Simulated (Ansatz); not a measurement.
The starting structures come from a database of crystals and need not be the phases stable at ambient conditions.

The decay constant κ of evanescent states in the gap governs leakage through a thin film.

Consider the following.

```
CsLiCl2
1.0
    4.90104     0.00000     0.00000
    0.00000     9.45465     0.00000
    0.00000     0.00000     4.90104
Cs Li Cl
2 2 4
Cartesian
  2.45052   6.59311   0.00000
  0.00000   2.86154   2.45052
  0.00000   8.69261   2.45052
  2.45052   0.76204   0.00000
  2.45052   3.10680   0.00000
  0.00000   6.34785   2.45052
  0.00000   0.00000   0.00000
  2.45052   0.00000   2.45052
```

Space group of this cell: P4/nmm. The cell is taken as given.

Transport runs along the normal of the first two printed cell vectors, the (100) plane of the conventional cell.

The gap is the functional's own, uncorrected, and κ follows it; spin-orbit coupling is left out. Mid-gap values are interpolated between the computed energies.

Question: Estimate the band gap and the smallest decay constant κ at mid-gap that r2SCAN in Ansatz (a first-principles code) returns for this system.

Answer: Gap 5.92 eV on a 6×4×6 mesh; κ = 0.434 1/Å, at the zone centre.
